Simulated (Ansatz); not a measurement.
The starting structures come from a database of crystals and need not be the phases stable at ambient conditions.

 Where the default PAW files enter, the runs use the earlier of Ansatz's two default sets.

By PBEsol, the system below comes out a metal.

Input:

```
YGe2
1.0
    4.07493     0.00000     0.00000
    0.00000     4.07493     0.00000
    2.03747    -2.03747     8.32611
Y Ge
2 4
Direct
  0.50000   0.50000   0.00000
  0.75000   0.75000   0.50000
  0.17201   0.32799   0.65598
  0.92201   0.07799   0.15598
  0.07799   0.92201   0.84402
  0.32799   0.17201   0.34402
```

Space group of this cell: I4_1/amd. The cell is strained (lengths across the current scaled by 1.02, ions clamped); by PBEsol its mean pressure is -5.6 GPa.

The current flows along the normal of the first two printed cell vectors, the (001) (indices of the unstrained crystal) plane of the conventional cell. No spin-orbit coupling; the value is a mean over 0.1 eV about the Fermi level.

Problem. Give the ballistic conductance per area that PBEsol (Ansatz, a quantum-chemistry and plane-wave program) yields.

Solution. 0.45 × 10¹⁵ S/m² for both spins.
